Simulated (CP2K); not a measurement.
CP2K run on AgAu (P1, 2 atoms in the cell): self-consistent single point.

Method of the run: PBEsol, GPW, DZVP-MOLOPT-SR-GTH basis, GTH-PBE potentials (GTH_POTENTIALS) (CP2K 2026.2).

The change in words: atoms moved at random. Reference geometry:
```
CELL_PARAMETERS angstrom
      4.91769     0.00000     0.00000
      4.08887     2.73218     0.00000
      4.08887     1.24038     2.43439
ATOMIC_POSITIONS crystal
  Ag 0.00000 0.00000 0.00000
  Au 0.50000 0.50000 0.50000
```

Reference input (self-consistent single point, DFT PBEsol, GPW, DZVP-MOLOPT-SR-GTH basis, GTH-PBE potentials (GTH_POTENTIALS)): CUTOFF = 500 Ry; REL_CUTOFF = 50 Ry; SMEAR/METHOD = FERMI_DIRAC; ELECTRONIC_TEMPERATURE = 1160.45 K; KPOINTS/SCHEME = MONKHORST-PACK 9 9 9; XC_FUNCTIONAL = PBE:PBESOL; Ag/BASIS_SET = DZVP-MOLOPT-SR-GTH; Ag/POTENTIAL = GTH-PBE-q11; Au/BASIS_SET = DZVP-MOLOPT-SR-GTH; Au/POTENTIAL = GTH-PBE-q11; METHOD = GPW; EPS_DEFAULT = 1e-10. This run's input differs from it in these lines:

```diff
@@ -73,4 +73,4 @@
       SCALED
-      Ag       0.00000000     0.00000000     0.00000000
-      Au       0.50000000     0.50000000     0.50000000
+      Ag       0.01061100     0.00078700    -0.00162600
+      Au       0.48938900     0.49921300     0.50162600
     &END COORD
```

Output (repeated stretches shortened):

```
 SCF WAVEFUNCTION OPTIMIZATION

  Step     Update method      Time    Convergence         Total energy    Change
     1 NoMix/Diag. 0.30E+00      -     0.44205004       -70.2342687628 -7.02E+01
     2 Broy./Diag. 0.30E+00      -     0.22197889       -72.0877318389 -1.85E+00
     3 Broy./Diag. 0.30E+00      -     0.23550413       -70.8827054744  1.21E+00
     4 Broy./Diag. 0.30E+00      -     0.00822504       -70.1682287368  7.14E-01
     5 Broy./Diag. 0.30E+00      -     0.00478985       -70.1523665653  1.59E-02
     6 Broy./Diag. 0.30E+00      -     0.00136285       -70.1633258190 -1.10E-02
   [... 3 lines left out ...]
    10 Broy./Diag. 0.30E+00      -     0.00001590       -70.1629860711 -5.51E-05
    11 Broy./Diag. 0.30E+00      -     0.00000485       -70.1629639759  2.21E-05
    12 Broy./Diag. 0.30E+00      -     0.00000166       -70.1629567671  7.21E-06
    13 Broy./Diag. 0.30E+00      -     0.00000012       -70.1629595589 -2.79E-06
  *** SCF run converged in    13 steps ***

  Overlap energy of the core charge distribution:               0.00000002197387
  Self energy of the core charge distribution:               -117.73661901094721
  Core Hamiltonian energy:                                     38.63990573830614
  Hartree energy:                                              19.91713395998741
  Exchange-correlation energy:                                -10.98298862509554
  Electronic entropic energy:                                  -0.00039164304903
  Fermi energy:                                                 0.36004173783630

  Total energy:                                               -70.16295955892009
  Total energy (extrapolated to T->0):                        -70.16276373739558

                     Mulliken Population Analysis

   [... lines left out ...]

 STRESS| Analytical stress tensor [bar]
 STRESS|                        x                   y                   z
 STRESS|      x        1.26340170586E+05   6.65989829047E+03   3.30802780291E+03
 STRESS|      y        6.65989829047E+03   1.01807984266E+05  -6.86012446787E+02
 STRESS|      z        3.30802780291E+03  -6.86012446787E+02   1.02713933699E+05
 STRESS| 1/3 Trace                                             1.10287362850E+05
```

The run converged in 13 iterations. Against the reference run the free energy goes up by 21.5 meV/atom, the pressure goes from 10.10 to 11.03 GPa and the largest force goes from 0.000 to 0.935 eV/Å.

The starting cell comes from a database of computed structures (which also holds hypothetical and non-ambient phases and stackings), without a prior relaxation at this level. Its lattice was rescaled by a random factor within 2.5 % of one. For this run, on top of that: atoms moved at random. Values carry the incompleteness of an atom-centred basis. The potentials were made for another functional than the one used. With a pressure of about 11 GPa the cell is away from its equilibrium volume at this level.

Cost on one core of a shared machine: roughly 3 min.
